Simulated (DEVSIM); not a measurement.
System: Ru/AlN/p-Ge capacitor, at 300 K.

Layer 1 from the left is AlN, thickness (nm) 4.00. Layer 2 from the left is Ge, thickness (nm) 1200, Na (cm⁻³) 2.3e17.

Metal gate on the left, work function 4.7 eV. Fixed charge at the semiconductor interface 0 cm⁻² (in units of +e); no interface traps.

The device is made up for the run: typed textbook-type constants, with dimensions and the other settings drawn at random. Values at 300 K.

AlN: gap (eV) 6.1, affinity (eV) 1.9, permittivity 8.5. Ge: gap (eV) 0.664, affinity (eV) 4, permittivity 16, Nc (cm⁻³) 1.04e19, Nv (cm⁻³) 6e18.

DEVSIM, 1D Poisson equation in equilibrium, Boltzmann statistics, complete ionisation; no quantum confinement or tunnelling. Metal contacts follow the ideal Schottky-Mott rule: no Fermi-level pinning, no interface dipoles.

### Question
What does the simulation give for the flat-band voltage, the minimum of the low-frequency capacitance, the threshold voltage (band bending 2φF)?

### Answer
flat-band voltage 0.12 V; minimum of the low-frequency capacitance 0.241 μF/cm²; threshold voltage (band bending 2φF) 0.72 V.
